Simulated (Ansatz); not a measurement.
**Effect of uniaxial strain ε_zz = +3.00 % on GaAs**

The parent structure is GaAs in the zinc blende structure (space group F-43m, No. 216; a = 5.6028 Å). Axes: x, y, z lie along the cube axes.

The change: the cell is stretched by 3.00 % along z with no lateral relaxation; the atoms relax in the strained cell.

All numbers come from plane-wave PAW DFT at the LDA level (Ansatz, a quantum-chemistry and plane-wave program, 420 eV), no SOC. Settings: 10×10×10 k-points, 0.05 eV Fermi–Dirac smearing.

The shortest interatomic distance goes up by 0.025 Å to 2.451 Å and the energy goes up by 7.0 meV/atom. The pressure (mean of the normal stresses, compression positive) decreases by 2.054 GPa, from 0.01 GPa to -2.05 GPa and the band gap shrinks by 0.29 eV (0.49 eV → 0.20 eV). The gap character stays direct at Γ and the valence-band top at Γ (three highest levels, from the VBM) becomes 0.00, 0.00, -0.18 eV (base: 0.00, 0.00, 0.00 eV). The valley order (the lowest conduction-band minima on the path, energy above the VBM, named in the base's zone) becomes Γ 0.20 eV; L along [111] 0.77 eV; a point along [010], about 1.0 Å⁻¹ from Γ 1.17 eV; a point along [001], about 1.0 Å⁻¹ from Γ 1.41 eV (base: Γ 0.49 eV; L along ⟨111⟩ 0.92 eV; a point along ⟨100⟩, about 1.0 Å⁻¹ from Γ 1.26 eV) and the stress (xx, yy, zz, yz, xz, xy; compression positive) amounts to (-1.39, -1.39, -3.36, 0.00, 0.00, 0.00) GPa.

No phonon test of stability was made. The zero or small gap of GaAs under uniaxial strain ε_zz = +3.00 % can change with the level of theory. k-point labels follow each cell's own Brillouin zone.
